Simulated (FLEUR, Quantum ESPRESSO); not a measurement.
A Quantum ESPRESSO input for a self-consistent single point of Yb (Fm-3m, 1 atom in the cell) (DFT, PBE, plane waves, SSSP 1.1.2 precision (PBE) pseudopotentials):

```fortran
&CONTROL
    calculation = 'scf'
    prefix = 'yb'
    outdir = './tmp'
    pseudo_dir = './'
    tprnfor = .true.
    tstress = .true.
/
&SYSTEM
    ibrav = 2
    A = 5.28125200
    nat = 1
    ntyp = 1
    ecutwfc = 65
    ecutrho = 520
    occupations = 'smearing'
    smearing = 'fermi-dirac'
    degauss = 0.0073499
/
&ELECTRONS
    conv_thr = 1.0e-11
    mixing_beta = 0.5
/
ATOMIC_SPECIES
Yb   173.0540  Yb.GGA-PBE-paw-v1.0.UPF
ATOMIC_POSITIONS {bohr}
Yb    0.00000000    0.00000000    0.00000000
K_POINTS {automatic}
9 9 9  0 0 0
```

Question: Translate this input to FLEUR.

Answer: One input that does it (others would too):

Input of the input generator:

```
Yb crystal
&input film=f /
0.0000000000 4.9900599376 4.9900599376
4.9900599376 0.0000000000 4.9900599376
4.9900599376 4.9900599376 0.0000000000
1.0
1.0 1.0 1.0

1
70 0.0000000000 0.0000000000 0.0000000000

&comp jspins=1 /
&kpt div1=9 div2=9 div3=9 /
&end /
```

```xml
<?xml version="1.0" encoding="UTF-8" standalone="no"?>
<fleurInput fleurInputVersion="0.39">
   <comment>
      Yb crystal                                                                                          
   </comment>
   <calculationSetup>
      <cutoffs Kmax="3.8" Gmax="15.2" GmaxXC="15.2" numbands="0"/>
      <scfLoop itmax="100" minDistance="0.00001" maxIterBroyd="40" imix="Anderson" alpha="0.05" precondParam="0.0" spinf="2.0"/>
      <coreElectrons ctail="T" frcor="F" kcrel="0" coretail_lmax="0"/>
      <xcFunctional name="pbe" relativisticCorrections="F"/>
      <magnetism jspins="1"/>
      <soc l_soc="F" theta="0.0" phi="0.0" spav="F"/>
      <expertModes spex="0" secvar="F"/>
      <geometryOptimization l_f="T" forcealpha="1.0" forcemix="BFGS" epsdisp="0.00001" epsforce="0.00001"/>
      <ldaU l_linMix="F" mixParam="0.05" spinf="1.0"/>
   </calculationSetup>
   <cell>
      <bzIntegration valenceElectrons="24.0" mode="hist" fermiSmearingEnergy="0.00367493">
         <kPointListSelection listName="default-1"/>
         <!-- k-points included here -->
         <xi:include xmlns:xi="http://www.w3.org/2001/XInclude" href="kpts.xml"> </xi:include>
      </bzIntegration>
      <!-- symmetry operations included here -->
      <xi:include xmlns:xi="http://www.w3.org/2001/XInclude" href="sym.xml"> </xi:include>
      <bulkLattice scale="1.0">
         <bravaisMatrix>
            <row-1>    0.0000000000000000     4.9900599375999999     4.9900599375999999</row-1>
            <row-2>    4.9900599375999999     0.0000000000000000     4.9900599375999999</row-2>
            <row-3>    4.9900599375999999     4.9900599375999999     0.0000000000000000</row-3>
         </bravaisMatrix>
      </bulkLattice>
   </cell>
   <atomSpecies>
      <species name="Ytterbium (Yb)" element="Yb" atomicNumber="70">
         <mtSphere radius="2.68" gridPoints="925" logIncrement="0.014"/>
         <atomicCutoffs lmax="10" lnonsphr="8"/>
         <electronConfig flipSpins="F">
            <coreConfig>(1s1/2) (2s1/2) (2p1/2) (2p3/2) (3s1/2) (3p1/2) (3p3/2) (4s1/2) (3d3/2) (3d5/2) (4p1/2) (4p3/2) (4d3/2) (4d5/2)</coreConfig>
            <valenceConfig>(5s1/2) (5p1/2) (5p3/2) (6s1/2) (4f5/2) (4f7/2)</valenceConfig>
         </electronConfig>
         <energyParameters s="6" p="6" d="5" f="4"/>
         <lo type="SCLO" l="0" n="5" eDeriv="0"/>
         <lo type="SCLO" l="1" n="5" eDeriv="0"/>
      </species>
   </atomSpecies>
   <atomGroups>
      <atomGroup species="Ytterbium (Yb)">
         <relPos label="                   1">.0000000000 .0000000000 .0000000000</relPos>
         <force calculate="T" relaxXYZ="TTT"/>
      </atomGroup>
   </atomGroups>
   <output dos="F" band="F" slice="F">
      <checks vchk="F" cdinf="F"/>
      <bandDOS minEnergy="-.5*Htr" maxEnergy="0.5*Htr" sigma="0.015" storeEVData="T"/>
      <vacuumDOS vacdos="F" integ="F" star="F" nstars="0" locx1="0.0" locy1="0.0" locx2="0.0" locy2="0.0" nstm="0" tworkf="0.0"/>
      <unfoldingBand unfoldBand="F" supercellX="1" supercellY="1" supercellZ="1"/>
      <plotting iplot="0" polar="F">
         <plot TwoD="T" vec1="  1.0  0.0  0.0" vec2="  0.0  1.0  0.0" vec3="  0.0  0.0  1.0" zero="  0.0  0.0  0.0" file="plot"/>
      </plotting>
      <chargeDensitySlicing numkpt="0" minEigenval="0.0" maxEigenval="0.0" nnne="0" pallst="F"/>
      <specialOutput eonly="F"/>
      <magneticCircularDichroism mcd="F" energyLo="-10.0" energyUp="0.0"/>
   </output>
  <!-- We include the file relax.xml here to enable relaxations (see documentation) -->
  <xi:include xmlns:xi="http://www.w3.org/2001/XInclude" href="relax.xml"> <xi:fallback/> </xi:include>
</fleurInput>
```

Basis settings and potentials, where a program has them, do not carry over. This input uses DFT, PBE, all-electron FLAPW (FLEUR), scalar-relativistic valence.

The starting cell has typed, rounded lattice constants, without a prior relaxation at this level. Its lattice was rescaled by a random factor within 2.5 % of one. For this run, on top of that: lattice scaled by 0.98.
